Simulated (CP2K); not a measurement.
CP2K run on SnSe (Pmmn, 8 atoms in the cell): self-consistent single point.

Level of theory: LDA (Pade form), GPW, DZVP-MOLOPT-SR-GTH basis, GTH-PADE potentials (GTH_POTENTIALS) (CP2K).

```
CELL_PARAMETERS angstrom
      5.74418     0.00000     0.00000
      0.00000    13.13297     0.00000
      0.00000     0.00000     3.04576
ATOMIC_POSITIONS crystal
  Sn 0.50000 0.37024 0.91328
  Sn 0.50000 0.62976 0.91328
  Sn 0.00000 0.12976 0.08672
  Sn 0.00000 0.87024 0.08672
  Se 0.50000 0.16081 0.03099
  Se 0.50000 0.83919 0.03099
  Se 0.00000 0.33919 0.96901
  Se 0.00000 0.66081 0.96901
```

Reference input (self-consistent single point, DFT LDA (Pade form), GPW, DZVP-MOLOPT-SR-GTH basis, GTH-PADE potentials (GTH_POTENTIALS)): CUTOFF = 400 Ry; REL_CUTOFF = 60 Ry; SMEAR/METHOD = MARZARI_VANDERBILT; SIGMA = 0.136 eV; KPOINTS/SCHEME = MONKHORST-PACK 5 2 9; GAMMA_CENTERED = T; XC_FUNCTIONAL = PADE; Sn/BASIS_SET = DZVP-MOLOPT-SR-GTH; Sn/POTENTIAL = GTH-PADE-q4; Se/BASIS_SET = DZVP-MOLOPT-SR-GTH; Se/POTENTIAL = GTH-PADE-q6; METHOD = GPW. This run's input differs from it in these lines:

```diff
@@ -34,4 +34,4 @@
       &SMEAR ON
-        METHOD MARZARI_VANDERBILT
-        SIGMA [eV] 0.136
+        METHOD METHFESSEL_PAXTON
+        SIGMA [eV] 0.05
       &END SMEAR
```

The program printed (abridged):

```
 SCF WAVEFUNCTION OPTIMIZATION

  Step     Update method      Time    Convergence         Total energy    Change
     1 NoMix/Diag. 0.20E+00      -     0.46680964       -52.3967500145 -5.24E+01
     2 Broy./Diag. 0.20E+00      -     0.04191906       -52.3109894367  8.58E-02
     3 Broy./Diag. 0.20E+00      -     0.02913529       -52.3595368362 -4.85E-02
     4 Broy./Diag. 0.20E+00      -     0.01000481       -52.3219705170  3.76E-02
     5 Broy./Diag. 0.20E+00      -     0.01092993       -52.2922697287  2.97E-02
     6 Broy./Diag. 0.20E+00      -     0.00057348       -52.2391406225  5.31E-02
   [... 5 lines left out ...]
    12 Broy./Diag. 0.20E+00      -     0.00003366       -52.2379573088 -1.02E-04
    13 Broy./Diag. 0.20E+00      -     0.00000429       -52.2380565503 -9.92E-05
    14 Broy./Diag. 0.20E+00      -     0.00000245       -52.2380465698  9.98E-06
    15 Broy./Diag. 0.20E+00      -     0.00000004       -52.2380382588  8.31E-06
  *** SCF run converged in    15 steps ***

  Overlap energy of the core charge distribution:               0.00000000096994
  Self energy of the core charge distribution:               -109.49172666614697
  Core Hamiltonian energy:                                     23.46039346380406
  Hartree energy:                                              45.98727360135501
  Exchange-correlation energy:                                -12.19398670778353
  Smearing free energy correction:                              0.00000804917411
  Fermi energy:                                                 0.13699011973287

  Total energy:                                               -52.23803825880907

                     Mulliken Population Analysis

 #  Atom  Element  Kind  Atomic population                           Net charge
   [... lines left out ...]

 STRESS| Analytical stress tensor [bar]
 STRESS|                        x                   y                   z
 STRESS|      x       -1.99562657541E+04   7.14354028324E-08  -1.58031066189E-08
 STRESS|      y        7.14354028324E-08  -4.72982146949E+04   4.06401566828E-02
 STRESS|      z       -1.58031066189E-08   4.06401566828E-02  -3.94131366220E+04
 STRESS| 1/3 Trace                                            -3.55558723570E+04
```

The run converged in 15 iterations. Against the reference run the free energy is nearly the same (within 1 meV/atom), the pressure stays near -3.56 GPa while the zz stress (positive for compression) goes from -4.32 to -3.94 GPa and the largest force hardly changes (0.184 to 0.187 eV/Å).

The starting cell comes from a database of computed structures (which also holds hypothetical and non-ambient phases and stackings), without a prior relaxation at this level. Values carry the incompleteness of an atom-centred basis. With a pressure of about -4 GPa the cell is away from its equilibrium volume at this level. The run gives no clean gap (levels at the Fermi energy touch, overlap or are partly filled at this smearing), which alone does not show that the compound is a metal.
